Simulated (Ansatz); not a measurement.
# Converging the k-point mesh: CaGe2Ru2 (I4mm, 5 atoms in the cell)

```
CELL_PARAMETERS angstrom
     -2.13697     2.13697     4.99934
      2.13697    -2.13697     4.99934
      2.13697     2.13697    -4.99934
ATOMIC_POSITIONS crystal
  Ca 0.00500 0.00500 0.00000
  Ge 0.36627 0.36627 0.00000
  Ge 0.63373 0.63373 0.00000
  Ru 0.75000 0.25000 0.50000
  Ru 0.25000 0.75000 0.50000
```

Method: PBEsol, default PAW files made with PBE (plane waves; Ansatz, a quantum-chemistry and plane-wave program).

Base settings: basis.ecutwfc = 420 eV; kpoints.mp_grid.grid = 8 8 8; hamiltonian.xc = pbesol; hamiltonian.pseudopotentials = {kind: paw} (the program's default PAW files); scf.occupations.method = gaussian; scf.occupations.width = 0.1 eV.

Only quantities that move along the ladder and can be compared are tabulated.

The count of work is k-points × plane waves × bands × iterations; it is no time. Core times come from one kind of shared machine, to one figure; runs under 30 s give none.

The starting cell comes from a database of computed structures (which also holds hypothetical and non-ambient phases and stackings), without a prior relaxation at this level. Its lattice was rescaled by up to half a per cent. One atom was moved a little off its site on purpose. Spin polarisation is off. In the base run, with a pressure of about -3 GPa the cell is away from its equilibrium volume at this level. Ansatz's pressure includes its estimate of the finite-basis (Pulay) stress.

```tsv
kpoints.mp_grid.grid	free energy less the last step's (meV/atom)	pressure (GPa)	largest difference of a force vector from the last step's (eV/Å)	count of work / last	core time / last (rough)
2 2 2	2.98	-2.80	0.433	0.0064	–
3 3 3	2.79	-3.32	0.042	0.0095	–
4 4 4	-11.81	-3.58	0.021	0.021	–
6 6 6	-1.17	-3.44	0.032	0.055	–
8 8 8	0.19	-3.38	0.002	0.11	–
9 9 9	-0.07	-3.40	0.006	0.14	–
11 11 11	0.11	-3.39	0.004	0.23	0.2
14 14 14	-0.03	-3.39	0.002	0.44	0.4
17 17 17	-0.02	-3.40	0.001	0.74	0.5
19 19 19	0.00	-3.39	0.000	1.0	1
```

Coarsest kpoints.mp_grid.grid that holds the pressure within 0.1 GPa of the last step, with all finer ones: 6 6 6, at 0.055 of the last step's count of work; the step before is off by 0.18 GPa.

Coarsest kpoints.mp_grid.grid that holds the forces within 0.005 eV/Å of the last step, with all finer ones: 11 11 11, at 0.23 of the last step's count of work and about 0.2 of the last step's time; the step before is off by 0.006 eV/Å.

Coarsest kpoints.mp_grid.grid that holds the free energy within 1 meV/atom of the last step, with all finer ones: 8 8 8, at 0.11 of the last step's count of work; the step before is off by 1.2 meV/atom.

Two neighbours can agree and both be off: 2 2 2 and 3 3 3 differ by 0.19 meV/atom in the free energy, yet lie about 2.8 meV/atom from the last step.

Keys are those of Ansatz 0.2.
